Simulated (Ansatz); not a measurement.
## Smallest direct gap on the k points sampled of MoSi₂ (P6₂22, No. 180, 9 atoms in the cell; start mp-8938; a measured phase of this formula has another space group) at several levels of theory

No measured value is used here.

```json
[
 {"level (code)": "LDA (Ansatz)", "value (eV)": "0.52", "cell (Å³/atom)": "13.02"},
 {"level (code)": "r²SCAN+rVV10 (Ansatz)", "value (eV)": "0.70", "cell (Å³/atom)": "13.24"},
 {"level (code)": "dielectric-dependent PBEsol hybrid (Ansatz)", "value (eV)": "0.70", "cell (Å³/atom)": "13.22"},
 {"level (code)": "HSE06 (Ansatz)", "value (eV)": "1.12", "cell (Å³/atom)": "13.22"},
 {"level (code)": "PBE0 (Ansatz)", "value (eV)": "1.77", "cell (Å³/atom)": "13.22"}
]
```

At these levels the smallest gap is indirect and lower: LDA 0.02, r²SCAN+rVV10 0.15, dielectric-dependent PBEsol hybrid 0.18, HSE06 0.54, PBE0 1.15 eV. Computed values are for a static lattice. Spin–orbit coupling is included only where a level's name says +SOC; with heavier elements it mostly lowers gaps and can invert bands.  LDA: the relaxation could not lower the start's symmetry, so the cell can be a saddle point above a distorted one. Values are at the PBEsol cell; LDA at the level's own relaxed cell; r²SCAN+rVV10 at the level's own relaxed cell. Cutoffs and k meshes differ between the levels. Ansatz's density-functional and Hartree–Fock values are scalar-relativistic unless marked +SOC, with PAW data made under PBE.

A start named mp-… is a Materials Project structure, which need not be a measured phase.

Ansatz is a program for electronic structure.
